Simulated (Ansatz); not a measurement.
# Sc under a change: biaxial strain +0.87 %, plane normal [110], relaxed out of plane

Take Sc in the fcc (Cu type) structure (space group Fm-3m, No. 225; a = 4.559 Å; relaxed with 0.1 eV smearing) as the base. Axes: x, y, z lie along the cube axes.

It is then changed as follows: biaxial strain +0.87 %, plane normal [110], relaxed out of plane (Cartesian); in-plane vectors clamped, the third vector and the atoms free.

All numbers come from Ansatz (an electronic-structure program) PBEsol, no spin-orbit coupling. Γ-centred 25×25×25 mesh, Fermi–Dirac width 0.1 eV.

```json
[
 {"quantity": "volume per atom", "base": "23.70 Å³", "changed": "23.97 Å³", "shift": "+0.27 Å³"},
 {"quantity": "space group", "base": "Fm-3m (No. 225)", "changed": "Immm (No. 71)", "shift": "–"},
 {"quantity": "energy relative to the base (free energy F)", "base": "0 meV/atom", "changed": "+1.1 meV/atom", "shift": "+1.1 meV/atom"},
 {"quantity": "band gap", "base": "zero", "changed": "zero", "shift": "–"},
 {"quantity": "out-of-plane strain", "base": "–", "changed": "-0.60 %", "shift": "–"},
 {"quantity": "ratio −ε⊥/ε∥", "base": "–", "changed": "0.69", "shift": "–"}
]
```

Final structure (turned so that z lies along the plane normal):

```
CELL_PARAMETERS angstrom
      0.00000     0.00000    -3.20461
     -1.62605     2.29958    -1.60230
      1.62605     2.29958    -1.60230
ATOMIC_POSITIONS crystal
  Sc 0.00000 0.00000 0.00000
```

A biaxial case was relaxed in a doubled cell and then solved in the primitive one. Whether these cells are dynamically stable was not tested. The final runs are not spin-polarised. This is not the structure that Sc has at room temperature and ambient pressure.
